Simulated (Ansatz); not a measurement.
Take HgTe in the zinc blende structure (space group F-43m, No. 216; a = 6.5731 Å) as the base. Axes: x, y, z lie along the cube axes.

Calculations: r2SCAN (Ansatz, a first-principles code), without spin-orbit coupling.

It is then changed as follows: biaxial strain +0.74 %, plane normal [001], relaxed out of plane (Cartesian); in-plane vectors clamped, the third vector and the atoms free.

Problem. How does this affect the energy relative to the base?

Solution. The energy grows by 0.4 meV/atom.

Problem. Predict the new valley order.

Solution. The valley order (the lowest conduction-band minima on the path, energy above the VBM, named in the base's zone) is Γ 0.05 eV; L along [1-1-1] 0.96 eV.

With Hg and Te present, leaving out spin-orbit coupling can change the band edges. Whether these cells are dynamically stable was not tested. The final runs are not spin-polarised.
